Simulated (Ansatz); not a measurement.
Output of an Ansatz run (abridged):

```
WARN the atoms were moved onto the symmetric positions of the space group found under crystal.symmetry.tolerance 1.0e-5 (fractional …
WARN ansatz: RAYON_NUM_THREADS=1 ignored (pool sized by the plan → 1); use --threads N
Pseudopotentials: kind: paw
Pseudopotential: Sr, paw, valence charge 10
Pseudopotential: Al, paw, valence charge 3
Crystal: 6 atoms, lattice volume = 148.303 Å³
Basis set: ecut = 420 eV, 2875 PW (Γ), exchange–correlation on 90×90×90 points (8 copies of the dense FFT grid, shifted against one another)
Bands: 22, of which v1, the nominal top of the filled ones, is band 16 counted from 1 (15 counted from 0)
Symmetry: 4 space group operations
Space group: Imm2 (ITA 44), of the structure as read, at distance tolerance 5.3e-5 Å
k-points: 27 of 125 (time reversal used)
PAW frozen core: Sr, regenerated for the run's functional, and the local potential with it
PAW frozen core: Al, regenerated for the run's functional, and the local potential with it
Initial density: superposition of atomic densities (neutral atoms: chi_scale 0, normalization atom), corrected by the library's trained network
Initial wavefunctions: pseudopotential atomic-orbital guess
Eigensolver: davidson
Functional: x = pbesol(κ = 0.804, μ = 0.12345679012345678), c = pbesol(β = 0.046)
SCF iter   1: F=—  HF=-9084.217188 eV  |F-HF|=—  |Δ(HF+E_count)|=         —  Δρ=2.12e-3  dr2=1.34e-2  ethr=1.77e-3  ⟨swp⟩=10.1  Hψ=4269  notcnv=0
all-band conjugate gradients solve this SCF's bands
preconditioner: auto → Kerker (q_TF=auto, 2.113 Å⁻¹)
SCF iter   2: F=—  HF=-9084.213560 eV  |F-HF|=—  |Δ(HF+E_count)|=   3.63e-3  Δρ=1.23e-3  dr2=5.87e-3  ethr=4.17e-5  ⟨swp⟩=2.0  Hψ=1062  notcnv=0  defer=1
SCF iter   3: F=—  HF=-9084.212071 eV  |F-HF|=—  |Δ(HF+E_count)|=   1.49e-3  Δρ=2.22e-4  dr2=8.77e-5  ethr=1.83e-5  ⟨swp⟩=2.0  Hψ=757  notcnv=0  defer=1
SCF iter   4: F=—  HF=-9084.211996 eV  |F-HF|=—  |Δ(HF+E_count)|=   7.45e-5  Δρ=9.71e-5  dr2=2.01e-5  ethr=2.74e-7  ⟨swp⟩=2.7  Hψ=1052  notcnv=0  defer=1
SCF iter   5: F=—  HF=-9084.211993 eV  |F-HF|=—  |Δ(HF+E_count)|=   3.89e-6  Δρ=1.81e-5  dr2=6.18e-7  ethr=6.28e-8  ⟨swp⟩=2.7  Hψ=930  notcnv=0  defer=1
SCF iter   6: F=-9084.211992 eV  HF=-9084.211992 eV  |F-HF|=1.39e-8  |Δ(HF+E_count)|=   5.28e-8  Δρ=5.94e-6  dr2=5.03e-8  ethr=3.13e-10  ⟨swp⟩=10.3  Hψ=3307  notcnv=0
SCF 1 converged in 6 iterations: F = -9084.211992 eV  dr2 = 5.03e-8
SCF converged after 6 iterations
Free energy (F): -9084.211992 eV
Harris-Foulkes:  -9084.211992 eV  (|F-HF|=1.39e-8)
Internal energy: -9084.201233 eV  (E = F + TS)
E sigma→0 (E₀):  -9084.206613 eV
Entropy (-TS):   -0.010760 eV (-1.793 meV/atom)
Fermi energy:    7.242905 eV
--- Per-component energies (eV) ---
  E_band       = -174.429102
  E_kinetic    = 577.213584
  E_local      = -1403.119354  (includes V_loc(G=0)·N_el)
  E_nonlocal   = 448.933532
  E_hartree    = 368.030920
  E_xc         = -497.808056
  E_vxc        = -435.706844  (∫ρ·V_xc dr)
  E_paw        = -7108.083001  (= ΣΔE_a)
  E_vpaw       = -97.809101  (= ΣTr[D̂ρ^β])
  E_aug_tail   = -0.000012  (compensation charges beyond the density's cutoff)
  E_ewald      = -1469.714097
  E_core_change = 0.345251  (= ΣΔE_core)
  E_smearing   = -0.010760  (= −TS)
  E_closure    = -0.000000  (closes the sum)
  Σ components = -9084.211992   (vs F -9084.211992, Δ=0.00e0)
--- Forces (eV/Å), atoms counted from 1 ---
  atom   1  Sr    -0.00000000     0.00000000    -0.15713459
  atom   2  Sr     0.00000000     0.00000000     0.00304095
  atom   3  Al     0.00000000    -0.01390179     0.01653067
  atom   4  Al    -0.00000000    -0.02024410     0.06052073
  atom   5  Al     0.00000000     0.01390179     0.01653067
  atom   6  Al     0.00000000     0.02024410     0.06052073
  max |Σ_I F_I| component: 9.15e-6 eV/Å
--- Stress (GPa, compression-positive) ---
       -0.818546       0.000000      -0.000000
        0.000000      -0.901332       0.000000
       -0.000000       0.000000      -0.379177
  P = ⅓ Tr σ = -0.6997 GPa (-6.997 kbar)
  The stress holds the Pulay correction. Without it, at fixed plane waves, as pw.x and ABINIT print it: P = -0.7271 GPa
--- Band table (eV; the first three rows and the last of 27) ---
  k-point 0: bands = ["-28.2088", "-28.1697", "-10.4407", "-10.3653", "-10.2987", "-10.2811", "-10.2380", "-10.1877", "-1.0091", "2.1148", "3.5038", "4.5991", "4.7516", "5.5521", "5.6794", "6.4446", "7.3458", "8.2241", "8.3392", "8.7134", "8.8324", "9.1273"]
  k-point 1: bands = ["-28.2064", "-28.1712", "-10.4352", "-10.3578", "-10.3376", "-10.2614", "-10.2532", "-10.2031", "-0.6334", "2.2412", "2.7656", "4.0866", "5.1238", "5.3159", "5.9343", "6.0302", "7.7151", "7.8417", "8.6498", "8.9457", "9.6809", "9.7390"]
  k-point 2: bands = ["-28.2021", "-28.1740", "-10.4255", "-10.4009", "-10.3091", "-10.2802", "-10.2545", "-10.2362", "0.3451", "1.5764", "2.6756", "3.3300", "4.8447", "5.0618", "5.9061", "6.1127", "7.5893", "7.8093", "8.7738", "9.4999", "10.2526", "10.5792"]
  k-point 26: bands = ["-28.2020", "-28.1753", "-10.4598", "-10.4107", "-10.3643", "-10.2582", "-10.2300", "-10.1540", "0.7463", "1.2161", "1.7432", "4.0995", "4.1052", "5.9820", "6.7518", "7.3745", "7.8358", "8.5569", "8.7078", "9.0510", "9.5092", "9.7923"]
```

The structure:

```xyz
6
Lattice="-2.3920 3.9411 3.9329 2.3920 -3.9411 3.9329 2.3920 3.9411 -3.9329" Properties=species:S:1:pos:R:3 pbc="T T T"
Sr     2.3920     1.9706     0.4459
Sr     0.0000     1.9706     3.5370
Al     2.3920    -0.5402     2.6694
Al     0.0000     4.4814     1.2635
Al     0.0000     0.5402     6.6023
Al     2.3920     3.4009    -2.6694
```

Write an input that gives this output.

Other spellings and defaults could give the same log, and not every line can be read from it. The input that was run (DFT, PBEsol, plane waves, default PAW files made with PBE):

Ansatz 0.2 input:
```yaml
# SrAl2
crystal:
  lattice:
    - [-2.391985, 3.941125, 3.932892]
    - [2.391985, -3.941125, 3.932892]
    - [2.391985, 3.941125, -3.932892]
  atoms:
    - { symbol: Sr, position_ang: [2.391985, 1.970562, 0.445888] }
    - { symbol: Sr, position_ang: [0.000000, 1.970563, 3.537007] }
    - { symbol: Al, position_ang: [2.391985, -0.540249, 2.669411] }
    - { symbol: Al, position_ang: [-0.000000, 4.481374, 1.263481] }
    - { symbol: Al, position_ang: [-0.000000, 0.540249, 6.602303] }
    - { symbol: Al, position_ang: [2.391985, 3.400876, -2.669411] }
basis:
  ecutwfc: 420.0
kpoints:
  mp_grid:
    grid: [5, 5, 5]
hamiltonian:
  xc: pbesol
  pseudopotentials:
    kind: paw
scf:
  occupations:
    method: gaussian
    width: 0.1
output:
  forces: true
  eigenvalues: true
  stress: true
```

The starting cell comes from a database of computed structures (which also holds hypothetical and non-ambient phases and stackings), without a prior relaxation at this level. Its lattice was rescaled by up to half a per cent. One atom was moved a little off its site on purpose. Ansatz's pressure includes its estimate of the finite-basis (Pulay) stress.

Ansatz is a quantum-chemistry and plane-wave program.
